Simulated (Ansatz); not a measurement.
For GePd (Pnma, No. 62), LDA (Ansatz, a first-principles code, plane waves, PAW) gives:

* **bulk modulus**: 156 GPa
* **cohesive energy**: 5.34 eV/atom

Q: What does PBEsol in Ansatz (PAW) give for the same quantities?

A: 
- bulk modulus: 145 GPa (falls by 7.1 %)
- cohesive energy: 4.81 eV/atom (decreases by 0.53 eV/atom)

Changes are worked out from the printed values.

Unless a cell is named, each level is at its own relaxed cell (LDA 15.44, PBEsol 15.82 Å³/atom).

Caveats: the bulk modulus is −V dP/dV from two relaxed cells at ±2 % in volume (LDA, PBEsol); the relaxation could not lower the start's symmetry, so the cell can be a saddle point above a distorted one (LDA, PBEsol). Ansatz's density-functional and Hartree–Fock values are scalar-relativistic unless marked +SOC, with PAW data made under PBE.
